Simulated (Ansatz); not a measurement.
A self-consistent single point of Mn2Sn (P4/nmm, 6 atoms in the cell) with Ansatz (an electronic-structure program).

Level of theory: PBE (plane waves, PAW; Ansatz).

```xyz
6
Lattice="4.0494 0.0000 0.0000 0.0000 4.0494 0.0000 0.0000 0.0000 6.1787" Properties=species:S:1:pos:R:3 pbc="T T T"
Mn     0.0000     0.0000     0.0000
Mn     2.0247     2.0247     0.0000
Mn     2.0247     0.0000     1.6683
Mn     0.0000     2.0247     4.5105
Sn     2.0247     0.0000     4.3251
Sn     0.0000     2.0247     1.8536
```
Moments meant for the start (each program seeds them in its own way; μB, in the order of the atoms Mn Mn Mn Mn Sn Sn): 4.0 4.0 4.0 4.0 0.0 0.0.

Reference input (self-consistent single point, DFT, PBE, plane waves, default PAW files): basis.ecutwfc = 420 eV; kpoints.mp_grid.grid = 7 7 5; hamiltonian.xc = pbe; hamiltonian.pseudopotentials = {kind: paw} (the program's default PAW files); magnetization.spin_polarized = true; scf.occupations.method = cold; scf.occupations.width = 0.1 eV. This run's input differs from it in these lines:

Ansatz 0.2 input:
```diff
@@ -18,2 +18,3 @@
     grid: [7, 7, 5]
+    shift: [0.5, 0.5, 0.5]
 hamiltonian:
```

Output, abridged:

```
SCF iter   1: F=—  HF=-27641.358495 eV  |F-HF|=—  |Δ(HF+E_count)|=         —  Δρ=8.67e-2 (↑8.67e-2 ↓6.70e-2)  dr2=3.34e0  dr2_m=5.20e0  M=11.135 μB ∫|m|=11.735 μB  β_m=0.30  ethr=3.10e-3  ⟨swp⟩=6.2  Hψ=14879  notcnv=0  defer=59
Mixer restart at iter 1: flushing history
all-band conjugate gradients solve this SCF's bands
preconditioner: auto → Kerker (q_TF=auto, 2.665 Å⁻¹)
   [... lines left out ...]
SCF iter  18: F=—  HF=-27642.202782 eV  |F-HF|=—  |Δ(HF+E_count)|=   7.00e-9  S|Δr|=    0.00e0  Δρ=6.51e-6 (↑6.51e-6 ↓5.82e-6)  dr2=1.61e-7  dr2_m=5.23e-9  M=11.572 μB ∫|m|=12.438 μB  β_m=0.77  ethr=5.26e-10  ⟨swp⟩=1.3  Hψ=3514  notcnv=0  defer=453
SCF iter  19: F=-27642.202782 eV  HF=-27642.202782 eV  |F-HF|=1.22e-9  |Δ(HF+E_count)|=   4.24e-9  S|Δr|=    0.00e0  Δρ=1.06e-6 (↑1.06e-6 ↓6.30e-7)  dr2=2.70e-9  dr2_m=2.15e-10  M=11.572 μB ∫|m|=12.438 μB  ethr=1.14e-10  ⟨swp⟩=10.4  Hψ=16439  notcnv=0
SCF 1 converged in 19 iterations: F = -27642.202782 eV  dr2 = 2.70e-9
WARN: an SCF from antiferromagnetic starting moments (-4.00, -4.00, 4.00, 4.00, 0.00, 0.00 Bohr magnetons, atom by atom) was not made, by what the run has read …
   [... lines left out ...]
Absolute magnetization: 12.4478 μB (∫|ρ↑−ρ↓|, with the PAW one-centre terms)
Free energy (F): -27642.202782 eV
Fermi energy:    14.257197 eV
   [... lines left out ...]
  atom   6  Sn     0.00000000     0.00000000    -0.27934786
--- Stress (GPa, compression-positive) ---
       -2.517511       0.000000       0.000000
        0.000000      -2.517511       0.000000
        0.000000       0.000000       8.722381
  P = ⅓ Tr σ = 1.2291 GPa (12.291 kbar)
  The stress holds the Pulay correction. Without it, at fixed plane waves, as pw.x and ABINIT print it: P = 1.1628 GPa
```

The run converged in 19 iterations. Against the reference run the free energy rises by 1.2 meV/atom, the pressure goes from 0.83 to 1.23 GPa, the largest force goes from 0.315 to 0.337 eV/Å and the size of the net moment moves little (1.91 to 1.93 μB/atom).

The starting cell was generated: these elements placed on a structure prototype, without a prior relaxation; it need not be a known phase or ordering of this composition. Its lattice was rescaled by a random factor within 2.5 % of one. The magnetic order is the one reached from the typed start; others were not searched systematically. The program warned that, by what it read of turns of the moments, another magnetic order lies lower. Ansatz's pressure includes its estimate of the finite-basis (Pulay) stress.

Cost on one core of a shared machine: roughly 40 s.
